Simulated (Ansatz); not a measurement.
We consider cubic perovskite CsCaF3, described by PBEsol (Ansatz, a program for electronic structure, plane waves, PAW).

Settings: plane-wave cutoff 520 eV, 8×8×8 k mesh, Fermi–Dirac smearing 0.01 eV, scalar-relativistic PAW data made under PBE.

Results at a series of volumes:

| V (Å³/atom) | E − E_lowest (meV/atom) |
|---|---|
| 17.058 | 12.20 |
| 17.421 | 5.20 |
| 17.784 | 1.24 |
| 18.147 | 0.00 |
| 18.510 | 1.17 |
| 18.873 | 4.48 |
| 19.236 | 9.70 |

Task: Estimate the bulk modulus and its pressure derivative from these points.

Result: V0 = 18.146 Å³/atom, B0 = 53.2 GPa, B′ = 4.8 (fit to the energies at full precision).

Measured, for comparison: bulk modulus 50.9 GPa (room temperature, not corrected to a static lattice; as tabulated in Vaitheeswaran et al. (2016), arXiv:1609.00541). Computed (rounded) less measured: bulk modulus +5 %. A static lattice is as a rule a little smaller and stiffer than an uncorrected measurement, which narrows the difference in the bulk modulus and would widen misses of the other sign.

Note: the relaxation could not lower the start's symmetry, so the cell can be a saddle point above a distorted one.

Spin–orbit coupling is not included.

Computed values are for the static lattice.

It cost around 80 core-seconds (rough) of CPU time.
